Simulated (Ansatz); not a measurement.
We consider SrZrO3 (I4/mcm, No. 140, 10 atoms in the cell; start mp-5076; a measured phase of this formula has another space group), described by HSE06 (Ansatz, an electronic-structure program, PAW).

Run with plane-wave cutoff 460 eV, 6×6×6 k mesh, Fermi–Dirac smearing 0.01 eV, scalar-relativistic PAW data made under PBE.

Cell (relaxed with PBEsol):

```
CELL_PARAMETERS angstrom
     -2.86812     2.86812     4.16177
      2.86812    -2.86812     4.16177
      2.86812     2.86812    -4.16177
ATOMIC_POSITIONS crystal
  Sr 0.75000 0.25000 0.50000
  Sr 0.25000 0.75000 0.50000
  Zr 0.00000 0.00000 0.00000
  Zr 0.50000 0.50000 0.00000
  O  0.18933 0.68933 0.87866
  O  0.81067 0.31067 0.12134
  O  0.68933 0.81067 0.50000
  O  0.31067 0.18933 0.50000
  O  0.25000 0.25000 0.00000
  O  0.75000 0.75000 0.00000
```

Q: Estimate the band gap and smallest direct gap on the k points sampled that the calculation returns.

A: 
- band gap = 5.30 eV (on the SCF k mesh)
- smallest direct gap on the k points sampled = 5.38 eV

Note: cell and atoms aren't relaxed at this level (pressure 1.1 GPa).

Spin–orbit coupling is not included.

Computed values are for the static lattice.

Cost on a shared machine: roughly 6 core-minutes.

A start named mp-… is a Materials Project structure, which need not be a measured phase.
